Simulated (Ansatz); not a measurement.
# What isotropic strain +0.94 % does to SiO2

Consider SiO2 in the rutile structure (space group P4_2/mnm, No. 136; a = 4.1852 Å, c = 2.6688 Å).

The change: an isotropic linear strain of +0.94 %, atoms relaxed at fixed cell.

All numbers come from DFT with r2SCAN, PAW potentials and a 500 eV plane-wave cutoff in Ansatz (a quantum-chemistry and plane-wave program), no SOC. Γ-centred 8×8×12 mesh, Fermi–Dirac width 0.05 eV.

```csv
quantity,base,changed,shift
volume per atom,7.79 Å³,8.01 Å³,+0.22 Å³
space group,P4_2/mnm (No. 136),P4_2/mnm (No. 136),–
shortest interatomic distance,3.326 bohr,3.350 bohr,+0.024 bohr
energy relative to the base (free energy F),0 meV/atom,+6.0 meV/atom,+6.0 meV/atom
band gap,6.51 eV,6.04 eV,-0.47 eV
gap character,direct at Γ,direct at Γ,–
mean gap deformation potential ΔEg/Δln V,–,-16.9 eV,–
width of the top valence band,2.71 eV,2.61 eV,-0.092 eV
electron mass,"0.38 mₑ along c, 0.48 mₑ across (at Γ)","0.36 mₑ along c, 0.46 mₑ across (at Γ)",–
hole mass,"1.7 mₑ along c, 1.1 mₑ across (at Γ)","1.7 mₑ along c, 1.1 mₑ across (at Γ)",–
"valence-band top at Γ (three highest levels, from the VBM)","0.00, -0.88, -0.88 eV","0.00, -0.85, -0.85 eV",–
```

Effective masses come from finite differences of ±0.01 Å⁻¹. No phonon test of stability was made.
